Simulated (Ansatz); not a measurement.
Start from NaF in the rock salt structure (space group Fm-3m, No. 225; a = 4.629 Å). Axes: x, y, z lie along the cube axes.

Method: Ansatz (an electronic-structure program) PBEsol, no SOC.

Strains are applied to the cell and any free atomic positions relax.

One change was made to it. Results:

```csv
quantity,base,after
energy relative to the base (free energy F),0 meV/atom,+1.0 meV/atom
"pressure (mean of the normal stresses, compression positive)",0.00 GPa,0.79 GPa
```

Problem. Name the change that was made.
A. uniaxial strain ε_zz = +2.50 %
B. uniaxial strain ε_zz = −1.50 %
C. uniaxial strain ε_zz = −2.50 %

Solution. B, uniaxial strain ε_zz = −1.50 %. For comparison, the energy relative to the base in the other runs: uniaxial strain ε_zz = +2.50 % gives +2.2 meV/atom; uniaxial strain ε_zz = −2.50 % gives +2.8 meV/atom.

Stability against distortions was not tested.
